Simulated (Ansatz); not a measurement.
**NiSi2, pressure series**

The reference is NiSi₂ (space group Fm-3m, No. 225; a = 5.3870 Å; non-magnetic).

Cell and atoms are relaxed at each pressure.

The values are results of Kohn–Sham DFT with the r2SCAN functional, run in Ansatz (an electronic-structure program) with PAW and 500 eV plane waves, scalar-relativistic without spin-orbit coupling, not measurements.

Notes on the quantities. enthalpy: H = E + PV relative to the base's energy.

```csv
change,shortest interatomic distance,enthalpy
base,4.408 bohr,–
pressure −2 GPa,4.427 bohr,-0.16 eV/atom
pressure −1 GPa,4.417 bohr,-0.08 eV/atom
pressure 0.3 GPa,4.405 bohr,+0.02 eV/atom
pressure 0.7 GPa,4.402 bohr,+0.06 eV/atom
pressure 1.5 GPa,4.395 bohr,+0.12 eV/atom
pressure 3 GPa,4.382 bohr,+0.24 eV/atom
pressure 5 GPa,___,+0.40 eV/atom
pressure 7.5 GPa,___,+0.60 eV/atom
pressure 10 GPa,4.329 bohr,+0.79 eV/atom
```

Problem. What belongs in the blanks?

Solution. 
- pressure 5 GPa, shortest interatomic distance: 4.366 bohr
- pressure 7.5 GPa, shortest interatomic distance: 4.347 bohr

Load acts through the strain it causes; cell and atoms are relaxed under it. No phonon test of stability was made. Competing high-pressure phases were not computed. Starting moments died away, wholly or in part, for the base; another magnetic solution may exist. All final runs are without spin polarisation.
